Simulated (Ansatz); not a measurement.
# hcp Y (1 1 0) on wurtzite AlN (0 0 1) (film strained to the substrate, started from cuts of the bulks and a machine-learned relaxation; slabs Al24N24 and Y10, which can lie off the formulas)

A periodic stack without vacuum, hcp Y (1 1 0) on wurtzite AlN (0 0 1) (film strained to the substrate, started from cuts of the bulks and a machine-learned relaxation; slabs Al24N24 and Y10, which can lie off the formulas): substrate slab Al24N24, film Y10, surface cells [[-2, 0], [-1, -2]] and [[0, 1], [-1, 0]], film strained by -4.5 and -1.2 %, outermost planes Al/N and Y/Y as cut, which need not be the usual terminations and can put a slab off its formula.

The start was prepared with a machine-learned potential, and the result is one local minimum, with the in-plane cell held and forces under 0.04 eV/Å; the film can end far from its bulk form.

Level of theory: PBE (plane waves to 420 eV, PAW; Ansatz, a quantum-chemistry and plane-wave program). Scalar-relativistic, without spin–orbit coupling; the runs are not spin-polarised; PBE gaps are too small against experiment. Its k-point mesh 4×5×1, Fermi–Dirac width 0.05 eV.

* **interface area**: 33.9 Å²
* **period**: 23.94 Å
* **heights between the nearest atoms of the two slabs at the two interfaces**: 0.78 and -1.63 Å
* **Al–Y contacts across the interfaces within 1.22 times the sum of covalent radii**: 35, mean 3.36 Å
* **N–Y contacts across the interfaces within 1.22 times the sum of covalent radii**: 13, mean 2.14 Å

```yaml
crystal:
  lattice:
    - [6.25511, 0.00370, 0.26028]
    - [0.00344, 5.41940, -0.16062]
    - [0.36953, -1.85708, 24.04497]
  atoms:
    - { symbol: Al, position: [0.62816, 0.21915, 0.02794] }
    - { symbol: Al, position: [0.08552, 0.22042, 0.02922] }
    - { symbol: Al, position: [0.38452, 0.17271, 0.93681] }
    - { symbol: Al, position: [0.85900, 0.71352, 0.01600] }
    - { symbol: Al, position: [0.82971, 0.09811, 0.13026] }
    - { symbol: Al, position: [0.33050, 0.09820, 0.12981] }
    - { symbol: Al, position: [0.57899, 0.60654, 0.12827] }
    - { symbol: Al, position: [0.08032, 0.60718, 0.12827] }
    - { symbol: N, position: [0.58511, 0.25769, 0.10615] }
    - { symbol: N, position: [0.08559, 0.25807, 0.10727] }
    - { symbol: N, position: [0.33586, 0.75689, 0.10124] }
    - { symbol: N, position: [0.83496, 0.75636, 0.10107] }
    - { symbol: N, position: [0.81179, 0.13919, 0.20927] }
    - { symbol: N, position: [0.31239, 0.13990, 0.20915] }
    - { symbol: N, position: [0.56230, 0.64149, 0.20819] }
    - { symbol: N, position: [0.06163, 0.64215, 0.20821] }
    - { symbol: Al, position: [0.55647, 0.32012, 0.23409] }
    - { symbol: Al, position: [0.05669, 0.32023, 0.23390] }
    - { symbol: Al, position: [0.30626, 0.81891, 0.23433] }
    - { symbol: Al, position: [0.80620, 0.81859, 0.23463] }
    - { symbol: Al, position: [0.78320, 0.20282, 0.33907] }
    - { symbol: Al, position: [0.28300, 0.20273, 0.33887] }
    - { symbol: Al, position: [0.53288, 0.70318, 0.33960] }
    - { symbol: Al, position: [0.03284, 0.70307, 0.33971] }
    - { symbol: N, position: [0.53883, 0.35810, 0.31361] }
    - { symbol: N, position: [0.03859, 0.35818, 0.31351] }
    - { symbol: N, position: [0.28848, 0.85664, 0.31381] }
    - { symbol: N, position: [0.78859, 0.85689, 0.31396] }
    - { symbol: N, position: [0.76542, 0.24030, 0.41844] }
    - { symbol: N, position: [0.26529, 0.24043, 0.41813] }
    - { symbol: N, position: [0.51521, 0.74145, 0.41914] }
    - { symbol: N, position: [0.01486, 0.74141, 0.41942] }
    - { symbol: Al, position: [0.50942, 0.41813, 0.44389] }
    - { symbol: Al, position: [0.00997, 0.41770, 0.44416] }
    - { symbol: Al, position: [0.25986, 0.92169, 0.44458] }
    - { symbol: Al, position: [0.75897, 0.92140, 0.44494] }
    - { symbol: Al, position: [0.73485, 0.30936, 0.55052] }
    - { symbol: Al, position: [0.23719, 0.30733, 0.55106] }
    - { symbol: Al, position: [0.48472, 0.79694, 0.54830] }
    - { symbol: Al, position: [0.98776, 0.79870, 0.54748] }
    - { symbol: N, position: [0.49151, 0.45462, 0.52283] }
    - { symbol: N, position: [0.99263, 0.45408, 0.52335] }
    - { symbol: N, position: [0.24234, 0.96058, 0.52425] }
    - { symbol: N, position: [0.74052, 0.96028, 0.52506] }
    - { symbol: N, position: [0.71228, 0.35870, 0.62983] }
    - { symbol: N, position: [0.22428, 0.35233, 0.63067] }
    - { symbol: N, position: [0.46415, 0.80993, 0.62608] }
    - { symbol: N, position: [0.97243, 0.81969, 0.62484] }
    - { symbol: Y, position: [0.70746, 0.01644, 0.66333] }
    - { symbol: Y, position: [0.95802, 0.52697, 0.67864] }
    - { symbol: Y, position: [0.21042, 0.01756, 0.66763] }
    - { symbol: Y, position: [0.45611, 0.52796, 0.68588] }
    - { symbol: Y, position: [0.89640, 0.10643, 0.79446] }
    - { symbol: Y, position: [0.13867, 0.63031, 0.85231] }
    - { symbol: Y, position: [0.39863, 0.10923, 0.81281] }
    - { symbol: Y, position: [0.63857, 0.64078, 0.87261] }
    - { symbol: Y, position: [0.89012, 0.16625, 0.92872] }
    - { symbol: Y, position: [0.35446, 0.70777, 0.00481] }
```
